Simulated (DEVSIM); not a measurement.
System: Si n-i-p diode, at 300 K.

| layer (left to right) | material | thickness (μm) | Nd (cm⁻³) | Na (cm⁻³) | τn (s) | τp (s) |
|---|---|---|---|---|---|---|
| 1 | Si | 1.80 | 1.3e19 | - | 6.3e-5 | 0.00063 |
| 2 | Si | 1.20 | - | 9.6e12 | 6.3e-5 | 6.3e-5 |
| 3 | Si | 0.960 | - | 1.1e18 | 6.3e-5 | 6.3e-5 |

Left contact: ohmic. Right contact: ohmic. Voltage is applied to the left contact. Recombination: SRH at mid-gap, Auger. Mobility is μmin + (μ − μmin)/(1 + (N/Nref)^α).

Constants are typed, rounded textbook-type inputs, not results; the design itself was drawn at random and stands for no fabricated device. Values at 300 K.

```
parameter           Si
-------------  -------
gap (eV)         1.124
affinity (eV)     4.05
permittivity      11.7
Nc (cm⁻³)      2.86e19
Nv (cm⁻³)       3.1e19
μn (cm²/Vs)       1417
μp (cm²/Vs)        470
μn,min              52
μp,min              45
Nref,n          9.7e16
Nref,p          2.2e17
αn                0.68
αp                0.72
Cn (cm⁶/s)     2.8e-31
Cp (cm⁶/s)     9.9e-32
```

DEVSIM, 1D drift-diffusion, Boltzmann statistics, complete ionisation; no tunnelling, impact ionisation, image-force lowering or self-heating.

Question: Tabulate band edges, carrier densities and field at zero bias.

Answer: Energies count from the Fermi level of the right contact; mesh points crowd at the junctions.

| x (μm) | Ec (eV) | Ev (eV) | n (cm⁻³) | p (cm⁻³) | field (V/cm) |
|---|---|---|---|---|---|
| 0.000 | 0.020 | -1.104 | 1.3e19 | < 1e2 | ≈ 0 |
| 0.03445 | 0.020 | -1.104 | 1.3e19 | < 1e2 | ≈ 0 |
| 0.1170 | 0.020 | -1.104 | 1.3e19 | < 1e2 | ≈ 0 |
| 0.3147 | 0.020 | -1.104 | 1.3e19 | < 1e2 | ≈ 0 |
| 1.004 | 0.020 | -1.104 | 1.3e19 | < 1e2 | ≈ 0 |
| 1.482 | 0.020 | -1.104 | 1.3e19 | < 1e2 | ≈ 0 |
| 1.682 | 0.020 | -1.104 | 1.3e19 | < 1e2 | ≈ 0 |
| 1.781 | 0.020 | -1.104 | 1.3e19 | < 1e2 | ≈ 0 |
| 1.808 | 0.118 | -1.006 | 2.9e17 | 390 | 49000 |
| 1.853 | 0.208 | -0.916 | 9.3e15 | 12000 | 11000 |
| 1.959 | 0.288 | -0.836 | 4.1e14 | 280000 | 6500 |
| 2.349 | 0.530 | -0.594 | 3.6e10 | 3.2e9 | 6100 |
| 2.728 | 0.762 | -0.362 | 4600000 | 2.5e13 | 6100 |
| 2.900 | 0.870 | -0.254 | 70000 | 1.7e15 | 7100 |
| 2.985 | 0.960 | -0.164 | 2100 | 5.5e16 | 22000 |
| 3.011 | 1.036 | -0.088 | 110 | 1.0e18 | 5100 |
| 3.059 | 1.038 | -0.086 | 110 | 1.1e18 | ≈ 0 |
| 3.172 | 1.038 | -0.086 | 110 | 1.1e18 | ≈ 0 |
| 3.569 | 1.038 | -0.086 | 110 | 1.1e18 | ≈ 0 |
| 3.808 | 1.038 | -0.086 | 110 | 1.1e18 | ≈ 0 |
| 3.910 | 1.038 | -0.086 | 110 | 1.1e18 | ≈ 0 |
| 3.960 | 1.038 | -0.086 | 110 | 1.1e18 | ≈ 0 |
